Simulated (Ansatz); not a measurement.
We consider fluorite HfO2 (high-temperature phase), described by r²SCAN0 in Ansatz (plane waves, PAW).

Settings: plane-wave cutoff 520 eV, 8×8×8 k mesh, Fermi–Dirac smearing 0.01 eV, scalar-relativistic PAW data made under PBE.

Response to compression and expansion:

```json
[
 {"V (Å³/atom)": "10.115", "P (GPa)": "16.54", "direct gap at Γ (eV)": "7.598", "smallest gap on the k mesh (eV)": "6.702"},
 {"V (Å³/atom)": "10.381", "P (GPa)": "7.85", "direct gap at Γ (eV)": "7.518", "smallest gap on the k mesh (eV)": "6.623"},
 {"V (Å³/atom)": "10.744", "P (GPa)": "-2.35", "direct gap at Γ (eV)": "7.408", "smallest gap on the k mesh (eV)": "6.518"},
 {"V (Å³/atom)": "10.914", "P (GPa)": "-6.54", "direct gap at Γ (eV)": "7.355", "smallest gap on the k mesh (eV)": "6.468"},
 {"V (Å³/atom)": "11.180", "P (GPa)": "-12.46", "direct gap at Γ (eV)": "7.273", "smallest gap on the k mesh (eV)": "6.392"}
]
```

The fundamental gap (6.54 eV at the equilibrium volume, on the SCF mesh) lies elsewhere than Γ–Γ.

Note: symmetry holds this phase in the static calculation, where it need not be a minimum; held by symmetry at 0 K, a high-temperature phase can be a saddle point.

Spin–orbit coupling is not included.

Ansatz is an electronic-structure program.
